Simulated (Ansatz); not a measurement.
MgS, pressure series

The reference is MgS in the rock salt structure (space group Fm-3m, No. 225; a = 5.2031 Å).

Cell and atoms are relaxed at each pressure.

Computed with r2SCAN (Ansatz, a program for electronic structure, PAW, without spin-orbit coupling).

Candidates:
(a) pressure 0.7 GPa
(b) pressure −2 GPa
(c) pressure 10 GPa
(d) pressure 3 GPa

Base values:

| Property | Value |
|---|---|
| Band gap | 3.46 eV |

Problem. Order them by band gap, highest first.

Solution. (c) pressure 10 GPa (3.67 eV), (d) pressure 3 GPa (3.54 eV), (a) pressure 0.7 GPa (3.48 eV), (b) pressure −2 GPa (3.41 eV)

Load acts through the strain it causes; cell and atoms are relaxed under it. Whether these cells are dynamically stable was not tested. Competing high-pressure phases were not computed.
